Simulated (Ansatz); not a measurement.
Density of states of AlN (P6_3mc) below the valence band maximum, r2SCAN with spin-orbit coupling, rigid bands (Ansatz, a quantum-chemistry and plane-wave program); cell volume 41.6 Å³.

```csv
energy from edge (eV),10⁻³ states/eV/cell
0.006,50.7
0.031,119
0.056,168
0.081,210
0.106,251
0.131,290
0.156,331
0.181,372
0.206,415
0.231,866
0.256,1060
0.281,1170
0.319,1320
0.344,1410
0.369,1500
0.394,1580
0.419,1670
0.444,1760
0.469,1860
0.494,1960
0.519,2060
0.544,2170
0.569,2290
0.594,2420
```

### Question
What effective density of states at 300 K does this give (∫ g(E) exp(−E/k_BT) dE, both spins, divided by the cell's size)?

### Answer
6.2e19 cm⁻³, a density-of-states mass of 1.82 mₑ, valleys and band degeneracy included.

Geometry: cell and atoms relaxed with r2SCAN.
